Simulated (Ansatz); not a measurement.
**What uniaxial strain ε_zz = −1.00 % does to BP**

Start from BP in the zinc blende structure (space group F-43m, No. 216; a = 4.537 Å). Axes: x, y, z lie along the cube axes.

Modification: uniaxial strain ε_zz = −1.00 %, all other strain components held at zero, atoms relaxed at fixed cell.

All numbers come from plane-wave PAW DFT at the r2SCAN level (Ansatz, a program for electronic structure, 500 eV), no spin-orbit coupling. Γ-centred 12×12×12 mesh, Fermi–Dirac width 0.05 eV.

- Space group = I-4m2 (No. 119) (base F-43m (No. 216))
- Shortest interatomic distance = 3.700 bohr (base 3.712 bohr)
- Energy relative to the base (free energy F) = +1.3 meV/atom
- Pressure (mean of the normal stresses, compression positive) = 17.3 kbar (base 0.0 kbar)
- Band gap = 1.24 eV (base 1.41 eV)
- Gap character = indirect, Γ → k = (0.417, 0.417, 0) in the run's primitive reciprocal basis
- Smallest direct gap = 3.51 eV (base 3.60 eV)
- Electron mass = 1.3 mₑ along k, 0.22 mₑ across (off the special points) (base 1.3 mₑ along k, 0.22 mₑ across (off the special points))
- Valence-band top at Γ (three highest levels, from the VBM) = 0.00, -0.10, -0.10 eV (base 0.00, 0.00, 0.00 eV)
- Stress (xx, yy, zz, yz, xz, xy; compression positive) = (0.77, 0.77, 3.65, 0.00, 0.00, 0.00) GPa

Final structure:

```yaml
crystal:
  lattice:
    - [0.00000, 2.26828, 2.24560]
    - [2.26828, 0.00000, 2.24560]
    - [2.26828, 2.26828, 0.00000]
  atoms:
    - { symbol: B, position: [0.00000, 0.00000, 0.00000] }
    - { symbol: P, position: [0.25000, 0.25000, 0.25000] }
```

Cost of the whole job for the changed cell (relaxation, final SCF and bands): roughly 26 core-seconds.

Effective masses come from finite differences of ±0.01 Å⁻¹. Along k means along the line from Γ to the band edge. Whether these cells are dynamically stable was not tested. k-point labels follow each cell's own Brillouin zone.
